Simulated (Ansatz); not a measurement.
## Pressure series in ZrGeS

The parent structure is ZrGeS (space group P4/nmm, No. 129; a = 3.602 Å, c = 7.988 Å).

Cell and atoms are relaxed at each pressure.

Level of theory: PBEsol in Ansatz (plane waves to 420 eV, PAW, no spin-orbit coupling).

| P (GPa) | V (Å³/atom) |
|---|---|
| 0.30 | 17.232 |
| 0.70 | 17.181 |
| 1.50 | 17.081 |
| 3.00 | 16.901 |
| 5.00 | 16.675 |
| 7.50 | 16.415 |
| 9.99 | 16.174 |

**Question.** Fit a third-order Birch–Murnaghan equation of state.

**Answer.** Least squares on P(V) = (3B₀/2)[(V₀/V)^(7/3) − (V₀/V)^(5/3)]·[1 + (3/4)(B₀′ − 4)((V₀/V)^(2/3) − 1)] gives V₀ = 17.27 Å³/atom, B₀ = 132 GPa and B₀′ = 4.4.

Load acts through the strain it causes; cell and atoms are relaxed under it. No phonon test of stability was made. No other phases were tried under pressure. All final runs are without spin polarisation.

Ansatz is a first-principles code.
